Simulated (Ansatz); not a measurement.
H on the 1x1 (100) surface of fcc Cu, one in a 3x3 cell, energies for each (59.3 Å²). Energies are against ½ H2(g), without zero-point or thermal terms; each row is named by its start.

Computed with PBE (plane waves to 420 eV, PAW; Ansatz, an electronic-structure program).

Model: 37-atom slab, 5.3 Å thick at the start under the adsorbate (thin: gaps and levels are the slab's own), 4x4x1 mesh, Fermi-Dirac 0.1 eV, dipole correction, 18 atoms held, the rest relaxed; each run with such symmetry as its start has; no spin, no spin-orbit, no U, no dispersion correction.

A negative adsorption energy means that the adsorbate is more stable on the surface than in its reference. Heights count from the host atoms within 0.3 Å of the top one.

| starting site | E_ads (eV) | height (Å) | nearest host atom (Å) | bonded to | Δ work function (eV) | lateral drift (Å) |
|---|---|---|---|---|---|---|
| top Cu | 0.38 | 1.57 | Cu 1.52 | Cu | 0.25 | 0.0 |
| hollow Cu-Cu-Cu-Cu over Cu at depth 1.8 Å | -0.17 | 0.63 | Cu 1.89 | 4 Cu | 0.02 | 0.0 |
| bridge Cu-Cu (span 2.6 Å) | -0.09 | 1.13 | Cu 1.65 | 2 Cu | 0.12 | 0.0 |
